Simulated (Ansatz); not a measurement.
Density of states of InP (F-43m) above the conduction band minimum, HSE06 with spin-orbit coupling, rigid bands (Ansatz, a quantum-chemistry and plane-wave program); cell volume 50.8 Å³.

| energy from edge (eV) | 10⁻³ states/eV/cell |
|---|---|
| 0.006 | 0.74 |
| 0.031 | 1.67 |
| 0.056 | 2.34 |
| 0.081 | 2.95 |
| 0.106 | 3.55 |
| 0.131 | 4.13 |
| 0.156 | 4.72 |
| 0.181 | 5.30 |
| 0.206 | 5.95 |
| 0.231 | 6.65 |
| 0.256 | 7.20 |
| 0.281 | 7.92 |
| 0.319 | 9.03 |
| 0.344 | 9.77 |
| 0.369 | 10.6 |
| 0.394 | 11.5 |
| 0.419 | 12.3 |
| 0.444 | 13.2 |
| 0.469 | 14.1 |
| 0.494 | 15.1 |
| 0.519 | 16.2 |
| 0.544 | 17.2 |
| 0.569 | 18.5 |
| 0.594 | 19.5 |

Question: What effective density of states at 300 K does this give (∫ g(E) exp(−E/k_BT) dE, both spins, divided by the cell's size)?

Answer: 7.2e17 cm⁻³, a density-of-states mass of 0.093 mₑ, valleys and band degeneracy included.

Geometry: cell and atoms relaxed with PBEsol.
